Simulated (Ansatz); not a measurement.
## PbTe: energy against volume

PbTe (rock salt, Fm-3m, 35.440 Å³/atom and stress up to 0.01 GPa in the relaxed cell, cube axes along x, y and z) under an equal strain ε along all three axes. PBE in Ansatz, a plane-wave DFT program (PAW, default set), 420 eV, 9×9×9 Γ-centred mesh, Fermi-Dirac smearing 0.05 eV; ions are relaxed, or left where forces stay under 0.02 eV/Å, within the symmetry of each cell. Against the start cell, which lies near the measured one, the relaxed cell differs by 5.2 % in volume; the values below rest on it.

Here V stands for volume and E for E less E0.

```
volume (Å³/atom)  E less E0 (meV/atom)  pressure (GPa)
----------------  --------------------  --------------
33.3562                          16.39            2.67
33.8693                           9.04            1.93
34.3877                           3.94            1.24
34.9114                           0.95            0.59
35.4404                           0.00           -0.01
35.9746                           0.95           -0.56
36.5142                           3.73           -1.08
37.0592                           8.23           -1.56
37.6096                          14.36           -2.00
38.7266                              ?               ?
```

### Question
Using the third-order Birch-Murnaghan form, a cubic in V^(-2/3), estimate the missing E at V = 38.7266 from the other rows, showing the fit.

### Answer
With u = V^(-2/3) - 0.0927, the rows have u = 0.0038048, 0.0028277, 0.0018652, 0.0009171, -0.0000168, -0.0009366, -0.0018429, -0.0027359, -0.0036158. Least squares gives E = -0.003 + 20.0·u + 1115416·u² + 3088254·u³. Residuals (row less fit): -0.001, -0.002, 0.005, -0.006, 0.003, -0.004, 0.001, 0.002, -0.002; standard error 0.004 (degrees of freedom: 5). Its minimum lies at u = -0.0000090, so V0 = (0.0926910)^(-3/2) = 35.44. There d²E/du² = 2231000 and d³E/du³ = 1.853e7, so B0 = (4/9) × 35.44^(-7/3) × 2231000 × 0.160218 = 38.5 GPa (the last factor turns the table's units into GPa), and B0' = 4 + (2/3) × 0.0926910 × (1.853e7)/2231000 = 4.5. B0' rests on the cubic coefficient alone and has a standard error of 0.1 from these residuals. At the withheld row, u = -0.0053371, so E = -0.003 + 20.0 × (-0.0053371) + 1115416 × (-0.0053371)² + 3088254 × (-0.0053371)³ = 31.193 meV/atom. The calculation gives 31.18 meV/atom, 0.013 meV/atom below the prediction (0.0 % of the range of E in the table). The row lies outside the fitted rows, so this is an extrapolation. The scatter of the fitted rows lies at the last printed digit.

Spin-orbit coupling is left out, which can shift these values for the heavy elements here. Other structures, which can take over under pressure, weren't tried. The same form fitted to the pressure column gives B0' = 4.5; series where the two differ by over 0.4 aren't shown. Rows are the converged runs of the series near zero and its far end, less any whose ions stayed unrelaxed beside relaxed ones; series whose fitted rows scatter by over a few per cent of the range, as at a crossing or softening among them, aren't shown in this form.
